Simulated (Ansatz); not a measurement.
Equilibrium lattice constant a (Å) of solids drawn from the class of intermetallic compounds, at two levels: PBE (Ansatz, a quantum-chemistry and plane-wave program, PAW), and r²SCAN0 (Ansatz, PAW).

| solid | PBE | r²SCAN0 | shift (%) |
|---|---|---|---|
| L1₂ (Cu3Au-type) Ni₃Fe | 3.544 | 3.545 | +0.03 |
| fluorite AuAl₂ | 6.061 | 5.984 | -1.27 |
| L1₂ (Cu3Au-type) Al₃Sc | 4.106 | 4.079 | -0.66 |
| L1₂ (Cu3Au-type) Ni₃Al | 3.567 | 3.521 | -1.29 |
| fluorite PtAl₂ | 5.946 | 5.880 | -1.11 |
| CsCl-type PdIn | 3.306 | 3.248 | -1.75 |

The shifts run from -1.75 % to +0.03 %, with a median of -1.19 %.

Of 6 rows, r²SCAN0 is the larger in 1 and the smaller in 5.

Ansatz's runs of these crystals have no spin polarisation, but for L1₂ (Cu3Au-type) Ni3Fe, L1₂ (Cu3Au-type) Ni3Al. Meta-GGAs and exact exchange favour moments, which can bear on L1₂ (Cu3Au-type) Ni3Fe, L1₂ (Cu3Au-type) Ni3Al.

Density-functional runs with spin start from parallel moments for L1₂ (Cu3Au-type) Ni3Fe, parallel moments for L1₂ (Cu3Au-type) Ni3Al.

Spin–orbit coupling is left out, also for the solids with elements from indium on (fluorite AuAl2, fluorite PtAl2, CsCl-type PdIn); its size isn't shown.

Exact exchange on metals is sensitive to the k mesh.

Ansatz's density-functional and Hartree–Fock values are scalar-relativistic unless marked +SOC, with PAW data made under PBE.
